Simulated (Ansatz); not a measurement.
The starting structures come from a database of crystals and need not be the phases stable at ambient conditions.

```
O2Si
1.0
    4.11412     0.00000     0.00000
    0.00000     5.08125     0.00000
    0.00000     0.00000     4.52716
Si O
4 8
Cartesian
  2.05706   3.31455   3.39537
  2.05706   1.76670   1.13179
  0.00000   4.30732   1.13179
  0.00000   0.77393   3.39537
  3.00701   1.94317   2.62562
  1.10711   3.13808   1.90154
  3.16417   0.59745   0.36204
  0.94995   4.48380   4.16512
  0.94995   0.59745   1.90154
  3.16417   4.48380   2.62562
  1.10711   1.94317   4.16512
  3.00701   3.13808   0.36204
```

Space group of this cell: Pbcn. The cell is taken as given; by r2SCAN its mean pressure is -9.7 GPa.

Level of theory: r2SCAN (plane waves, PAW; Ansatz, a program for electronic structure).

The current runs along the normal of the first two printed vectors; no spin-orbit coupling. Scaled by the factor s: both lengths across the current (ions clamped). Meshes 8×6×8 and 8×6 across the current in all rows.

| s | mean pressure (GPa) | band gap (eV) |
|---|---|---|
| 0.98 | 3.3 | 6.86 |
| 1.00 | -9.7 | 6.20 |
| 1.02 | -20.3 | ? |

**Question.** Take the slope of the band gap against ln s from the two given rows, extrapolate to s = 1.02, and say what the run there gives.

**Answer.** Slope = (6.86 − 6.20) / ln 0.98 = -32.7 eV. The line gives 6.20 + (-32.7) × ln 1.02 = 5.55 eV. The run gives 5.55 eV, as the line does.
